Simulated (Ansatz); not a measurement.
## Response to strain in Hf

The parent structure is Hf in the hcp (Mg type) structure (space group P6_3/mmc, No. 194; a = 3.198 Å, c = 5.049 Å; relaxed with 0.1 eV smearing). Axes: x lies along a and z along c of the hexagonal cell.

Strains are applied to the cell and any free atomic positions relax; under biaxial strain the out-of-plane vector relaxes too; under stress the whole cell relaxes.

Level of theory: r2SCAN (Ansatz, a program for electronic structure, PAW, without spin-orbit coupling).

Notes on the quantities. pressure: mean of the normal stresses, compression positive.

| case | volume per atom | pressure |
|---|---|---|
| base | 22.36 Å³ | 0.0 GPa |
| biaxial strain −2.42 %, plane normal [001], relaxed out of plane | 21.63 Å³ | 3.8 GPa |
| biaxial strain −0.85 %, plane normal [001], relaxed out of plane | 22.10 Å³ | 1.3 GPa |
| biaxial strain −0.68 %, plane normal [001], relaxed out of plane | 22.16 Å³ | 1.0 GPa |
| biaxial strain +0.51 %, plane normal [001], relaxed out of plane | [?] | -0.7 GPa |
| biaxial strain +0.64 %, plane normal [001], relaxed out of plane | 22.56 Å³ | -0.9 GPa |
| biaxial strain +3.35 %, plane normal [001], relaxed out of plane | [?] | [?] |
| uniaxial strain ε_yy = −2.44 % | 21.82 Å³ | 2.8 GPa |
| tensor shear ε_xz = −1.50 % | 22.36 Å³ | 0.0 GPa |
| uniaxial stress, 5 GPa compression along x | 22.04 Å³ | – |

Problem. What belongs in the blanks?

Solution. 
- biaxial strain +0.51 %, plane normal [001], relaxed out of plane, volume per atom: 22.52 Å³
- biaxial strain +3.35 %, plane normal [001], relaxed out of plane, volume per atom: 23.39 Å³
- biaxial strain +3.35 %, plane normal [001], relaxed out of plane, pressure: -4.4 GPa

Beyond what the load breaks, stability against distortions was not tested. The final runs are not spin-polarised.
